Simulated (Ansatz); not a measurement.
Consider MgS in the rock salt structure (space group Fm-3m, No. 225).

```
CELL_PARAMETERS angstrom
      0.00000     2.60152     2.60152
      2.60152     0.00000     2.60152
      2.60152     2.60152     0.00000
ATOMIC_POSITIONS crystal
  Mg 0.00000 0.00000 0.00000
  S  0.50000 0.50000 0.50000
```

Cartesian axes are those of the cell as printed.

Computed with plane-wave PAW DFT at the r2SCAN level (Ansatz, a quantum-chemistry and plane-wave program, 500 eV), no spin-orbit coupling.

For the base:

The shortest interatomic distance is 2.602 Å, the valence-band top at Γ is 0.00, 0.00, 0.00 eV and the electron mass is 0.53 mₑ along k, 0.31 mₑ across (at X). The band gap is 3.46 eV.

Now apply this change: biaxial strain +2.00 %, plane normal [001], relaxed out of plane (Cartesian); in-plane vectors clamped, the third vector and the atoms free.

### Question
Estimate the effect on the shortest interatomic distance, valence-band top at Γ, electron mass and band gap.

### Answer
The shortest interatomic distance falls by 0.0291 Å, from 2.602 Å to 2.572 Å; the valence-band top at Γ (three highest levels, from the VBM) goes from 0.00, 0.00, 0.00 eV to 0.00, 0.00, -0.14 eV; the electron mass goes from 0.53 mₑ along k, 0.31 mₑ across (at X) to 0.49 mₑ along k, 0.32 mₑ across (at X); the band gap drops by 0.20 eV to 3.26 eV.

Masses are band curvatures over ±0.01 Å⁻¹ around the edge. Along k means along the line from Γ to the band edge. Whether these cells are dynamically stable was not tested.
